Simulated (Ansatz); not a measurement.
Base system: Be in the hcp (Mg type) structure (space group P6_3/mmc, No. 194; a = 2.265 Å, c = 3.561 Å).

Structures relaxed with Kohn–Sham DFT with the PBE functional, run in Ansatz (a quantum-chemistry and plane-wave program) with PAW and 420 eV plane waves, no SOC.

Base:

Simulated powder pattern, Cu Kα1, λ = 1.54056 Å (kinematic, ideal powder, no thermal factors, no anomalous dispersion; the 10 strongest lines at most, above 2 %, up to 2θ = 90°):

| 2θ (°) | I/Imax (%) | hkl |
|---|---|---|
| 46.25 | 26 | (100) |
| 51.26 | 25 | (002) |
| 53.28 | 100 | (101) |
| 71.50 | 14 | (102) |
| 85.73 | 19 | (110) |

Modification: full substitution Be → Mg, then cell and atoms are relaxed.

After the change:

Simulated powder pattern, Cu Kα1, λ = 1.54056 Å (kinematic, ideal powder, no thermal factors, no anomalous dispersion; the 10 strongest lines at most, above 2 %, up to 2θ = 90°):

```json
[
 {"2θ (°)": "32.42", "I/Imax (%)": "24", "hkl": "(100)"},
 {"2θ (°)": "34.30", "I/Imax (%)": "27", "hkl": "(002)"},
 {"2θ (°)": "36.80", "I/Imax (%)": "100", "hkl": "(101)"},
 {"2θ (°)": "47.92", "I/Imax (%)": "15", "hkl": "(102)"},
 {"2θ (°)": "57.83", "I/Imax (%)": "17", "hkl": "(110)"},
 {"2θ (°)": "63.08", "I/Imax (%)": "19", "hkl": "(103)"},
 {"2θ (°)": "68.99", "I/Imax (%)": "19", "hkl": "(112)"},
 {"2θ (°)": "70.54", "I/Imax (%)": "13", "hkl": "(201)"},
 {"2θ (°)": "78.30", "I/Imax (%)": "3.2", "hkl": "(202)"},
 {"2θ (°)": "81.47", "I/Imax (%)": "2.8", "hkl": "(104)"}
]
```

The indices refer to each structure's own conventional cell; one index is shown for lines that coincide.

No phonon test of stability was made.
